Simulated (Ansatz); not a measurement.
Bond-angle distributions (per cent of the angles at each element, bins of 10°) of a relaxed model of amorphous Si30N40Ti at 3.00 g/cm³. Level of theory: PBE, scalar-relativistic without spin-orbit coupling (plane waves to 420 eV, PAW; Ansatz, a quantum-chemistry and plane-wave program). The usual formal charges leave 4 electrons over, so the level spacing at the Fermi energy parts defect or band states and needn't be the band gap.

A CHGNet melt-quench gave the starting glass, which DFT then relaxed. N atoms were pushed apart under 1.9 Å during the dynamics, to hinder bonds among them. The hot cell started wider than the set density and was brought back towards it in steps. It is the lowest in DFT energy of 2 quenches. It is a model cell: composition and starting density were chosen by hand, and all elements were melted together. No dispersion term was used. Its density started from a set value of 3.00 and ended at 3.00 g/cm³. The quench (nominally 380 K/ps over its main leg) was far faster than any real one, so the model tends to hold more defects than a real film. One small periodic cell is one sample of the glass; other quenches scatter about these values. The volume was held where the preparation left it, at a PBE pressure of 2.2 GPa. Stress components on the final sampling reach 3.7 GPa. Cycles of charging lowered its energy after that relaxation.

Bonds are counted up to Si-Si 2.60 Å, Si-N 2.08 Å, Si-Ti 2.78 Å, N-N 1.70 Å, N-Ti 2.54 Å, Ti-Ti 3.12 Å. Two cations that share two anions don't count as bonded, nor two that share one unless they lie closer than Si-Si 2.38 Å, Si-Ti 2.71 Å, Ti-Ti 3.04 Å.

```json
[
 {"angle (°)": "50-60", "at Si": "1", "at N": "0"},
 {"angle (°)": "60-70", "at Si": "0", "at N": "0"},
 {"angle (°)": "70-80", "at Si": "0", "at N": "0"},
 {"angle (°)": "80-90", "at Si": "11", "at N": "8"},
 {"angle (°)": "90-100", "at Si": "9", "at N": "11"},
 {"angle (°)": "100-110", "at Si": "32", "at N": "10"},
 {"angle (°)": "110-120", "at Si": "32", "at N": "31"},
 {"angle (°)": "120-130", "at Si": "10", "at N": "23"},
 {"angle (°)": "130-140", "at Si": "2", "at N": "12"},
 {"angle (°)": "140-150", "at Si": "2", "at N": "2"},
 {"angle (°)": "150-160", "at Si": "1", "at N": "3"},
 {"angle (°)": "160-170", "at Si": "1", "at N": "0"},
 {"angle (°)": "170-180", "at Si": "0", "at N": "0"}
]
```

They go with these counts of neighbours within the cut-offs, cation contacts included: Si mean 4.0, most often 4; N mean 3.1, most often 3.
